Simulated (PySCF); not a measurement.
PySCF 2.14.0, WB97X/def2-svp, df: C[Si](C)(C)C#C[Si](F)(F)F, 19 atoms. The geometry is a generated start, not checked to be a minimum at this level.

```yaml
task: energy and gradient
method: wb97x
basis: def2-svp
two_electron_scheme: density fitting
mol.max_memory: 7000 MB
mf.init_guess: minao (default)
mf.DIIS: CDIIS (default)
mf.diis_space: 8 (default)
mf.conv_tol: 1e-09 (default)
basis functions (reference run): 193
grid points (reference run): 1592600
```

```xyz
19

Si     3.5754     0.0548    -1.6043
F      4.1039     1.5045    -1.9677
F      3.6607    -0.7548    -2.9650
F      4.7099    -0.5612    -0.6825
C      1.9182     0.0322    -0.8404
C      0.8120     0.0148    -0.3500
Si    -0.8983    -0.0153     0.4090
C     -0.8224     1.0077     2.0127
C     -2.0790     0.7641    -0.8653
C     -1.3309    -1.8386     0.7501
H     -0.5108     2.0283     1.8139
H     -1.7925     1.0491     2.5004
H     -0.1180     0.5850     2.7212
H     -2.0993     0.1902    -1.7874
H     -1.7726     1.7751    -1.1165
H     -3.0961     0.8129    -0.4867
H     -1.3077    -2.4247    -0.1643
H     -0.6278    -2.2877     1.4450
H     -2.3245    -1.9364     1.1779
```

The reference run has mf.grids.level = 8, mf.grids.prune = nwchem_prune (default); it is not itself proven converged. One run each, on a shared machine, so no times are given.

Settings tried, all else as in the reference:
- mf.grids.level = 3 (default), mf.grids.atom_grid = 75×302
- mf.grids.level = 3 (default), no pruning
- mf.grids.level = 2
- mf.grids.level = 3 (default), mf.grids.atom_grid = 99×590
- mf.grids.level = 6
- mf.grids.level = 0
- mf.grids.level = 3 (default)
- mf.grids.level = 3 (default), mf.grids.prune = treutler_prune
- mf.grids.level = 5
- mf.grids.level = 3 (default), mf.grids.atom_grid = 35×110
- mf.grids.level = 1
- mf.grids.level = 3 (default), mf.grids.atom_grid = 50×194
- mf.grids.level = 4

Which settings reproduce the reference to 10 meV/atom in energy, 100 meV/Å in forces (largest component)?

Within it: mf.grids.level = 6; mf.grids.level = 3 (default), mf.grids.atom_grid = 99×590; mf.grids.level = 5; mf.grids.level = 4; mf.grids.level = 3 (default), no pruning; mf.grids.level = 3 (default); mf.grids.level = 2; mf.grids.level = 3 (default), mf.grids.atom_grid = 75×302; mf.grids.level = 3 (default), mf.grids.prune = treutler_prune; mf.grids.level = 1; mf.grids.level = 3 (default), mf.grids.atom_grid = 50×194. At the edge (between 0.75 and 1.33 times the tolerance): mf.grids.level = 3 (default), mf.grids.atom_grid = 35×110. Outside: mf.grids.level = 0.

```tsv
setting	grid points	energy against the reference	difference in forces (largest component)
the reference	1592600	—	—
mf.grids.level = 6	945264	−0.0094 meV/atom	0.82 meV/Å
mf.grids.level = 3 (default), mf.grids.atom_grid = 99×590	611600	−0.013 meV/atom	7.4 meV/Å
mf.grids.level = 5	645488	+0.0027 meV/atom	7.4 meV/Å
mf.grids.level = 4	428760	−0.0067 meV/atom	7.4 meV/Å
mf.grids.level = 3 (default), no pruning	386544	−0.043 meV/atom	11 meV/Å
mf.grids.level = 3 (default)	240008	−0.044 meV/atom	12 meV/Å
mf.grids.level = 2	163056	+0.036 meV/atom	12 meV/Å
mf.grids.level = 3 (default), mf.grids.atom_grid = 75×302	274656	+0.068 meV/atom	12 meV/Å
mf.grids.level = 3 (default), mf.grids.prune = treutler_prune	210272	+0.20 meV/atom	15 meV/Å
mf.grids.level = 1	76872	−0.26 meV/atom	30 meV/Å
mf.grids.level = 3 (default), mf.grids.atom_grid = 50×194	125264	+0.021 meV/atom	37 meV/Å
mf.grids.level = 3 (default), mf.grids.atom_grid = 35×110	54624	−1.6 meV/atom	89 meV/Å
mf.grids.level = 0	17520	+230 meV/atom	150 meV/Å
```

Total energies are compared; such shifts often cancel in part in energy differences. The gradients leave out the derivatives of the grid weights. The tolerance is a choice made for this comparison.
